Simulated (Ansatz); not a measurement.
Consider Pt vacancy in fcc Pt, neutral cell. Level of theory: PBE, PAW (plane waves to 420 eV; Ansatz, a first-principles code).

Cell of 32 host sites held at the relaxed PBE lattice; a 3×3×3 k-point mesh shifted by half a step; Fermi-Dirac width 0.10 eV, spin-restricted; finite-size errors left in. Static, classical nuclei. Spin-orbit coupling is left out. Forms of the defect that were not tried may lie lower.

Barriers: single points on a 5×5×5 k-point mesh shifted by half a step at the bands' geometries (they differ from the bands' own by up to 0.09 eV, and are uncertain by about as much).

Relaxed starting cell (atoms counted from 1):

```
Pt
1.0
    7.94000     0.00000     0.00000
    0.00000     7.94000     0.00000
    0.00000     0.00000     7.94000
Pt
31
Direct
  0.99931   0.00019   0.50158
  0.99912   0.49993   0.00161
  0.99914   0.50000   0.50185
  0.49904   0.00002   0.00155
  0.49909   0.00016   0.50158
  0.49897   0.50004   0.00150
  0.49939   0.50024   0.50157
  0.99894   0.24447   0.24603
  0.99904   0.24440   0.75698
  0.99909   0.75545   0.24619
  0.99932   0.75604   0.75723
  0.49917   0.24840   0.24995
  0.49907   0.24833   0.75337
  0.49909   0.75188   0.24968
  0.49931   0.75183   0.75343
  0.24334   0.00014   0.24585
  0.24351   0.99989   0.75713
  0.24741   0.50006   0.24985
  0.24748   0.50005   0.75336
  0.75483   0.00011   0.24602
  0.75474   0.00028   0.75737
  0.75100   0.49999   0.24977
  0.75099   0.50033   0.75340
  0.24351   0.24444   0.00155
  0.24759   0.24847   0.50133
  0.24334   0.75570   0.00189
  0.24758   0.75169   0.50165
  0.75452   0.24456   0.00182
  0.75083   0.24834   0.50178
  0.75473   0.75557   0.00173
  0.75096   0.75195   0.50155
```

End state 1 differs by these moves (Å; atoms that move under 0.08 Å are left out):

| atom | element | Δx | Δy | Δz |
|---|---|---|---|---|
| 10 | Pt | 0.00 | 1.88 | -1.88 |
| 16 | Pt | 0.00 | -0.06 | 0.06 |
| 20 | Pt | 0.00 | -0.06 | 0.06 |
| 26 | Pt | 0.00 | -0.06 | 0.06 |
| 30 | Pt | 0.00 | -0.06 | 0.06 |

**Question.** Estimate the forward and backward barriers to end state 1 that PBE, PAW returns for this input.

**Answer.** forward 1.26 eV, backward 1.26 eV; at the saddle point atom 10 has neighbours 4 Pt at 2.56, 3 Pt at 3.05, Pt at 3.06 Å. The saddle point's order was not checked, and it lies on a symmetry element of the cell, where a band can be held.
